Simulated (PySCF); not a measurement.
PySCF 2.14.0, unrestricted BP86/def2-svp, df: Mn(Cl)(SH) ([SH][Mn][Cl]), charge 0, multiplicity 6, 4 atoms. The geometry is a generated start, not checked to be a minimum at this level.

```json
{
 "task": "energy",
 "method": "bp86",
 "basis": "def2-svp",
 "two_electron_scheme": "density fitting",
 "mol.max_memory": "3000 MB",
 "mf.max_cycle": "100",
 "mf.conv_tol": "1e-09 (default)",
 "mf.grids.level": "3 (default)",
 "basis_functions": "72",
 "grid_points": "68472"
}
```

```xyz
4

Mn     0.7862     0.1840    -0.6163
Cl     1.9580    -1.4086    -0.8138
S     -0.9835     0.9586     0.3125
H     -1.7607     0.2660     1.1176
```

Charge 0 and multiplicity 6 are set for this test and not shown to be the ground state.

With the defaults (mf.DIIS = CDIIS, mf.diis = true, mf.damp = 0, mf.diis_start_cycle = 1, mf.diis_space = 8, mf.init_guess = minao, mf.diis_damp = 0, mf.level_shift = 0) it converges in 40 Fock builds. One run each on 2 threads, 1 BLAS thread, with these changes:
- mf.diis_space = 5
- mf.diis = false
- mf.diis_damp = 0.3
- mf.DIIS = EDIIS
- mf.diis = false, mf.damp = 0.7, mf.diis_start_cycle = 999
- mf.level_shift = 0.1 Hartree
- mf.init_guess = atom
- mf.init_guess = 1e
- mf.damp = 0.3, mf.diis_start_cycle = 4

### Question
Which runs fail or end elsewhere than the default run?

### Answer
No convergence: mf.DIIS = EDIIS; mf.diis = false; mf.diis = false, mf.damp = 0.7, mf.diis_start_cycle = 999 (the run ends without SCF convergence in 100 cycles). The rest reach the solution of the defaults.

```
setting                                                    Fock builds             end
---------------------------------------------------------  -----------  --------------
mf.init_guess = 1e                                                  20   same solution
mf.diis_space = 5                                                   24   same solution
mf.init_guess = atom                                                24   same solution
mf.level_shift = 0.1 Hartree                                        28   same solution
mf.diis_damp = 0.3                                                  33   same solution
mf.damp = 0.3, mf.diis_start_cycle = 4                              38   same solution
the defaults                                                        40   same solution
mf.DIIS = EDIIS                                                    101  no convergence
mf.diis = false                                                    101  no convergence
mf.diis = false, mf.damp = 0.7, mf.diis_start_cycle = 999          101  no convergence
```
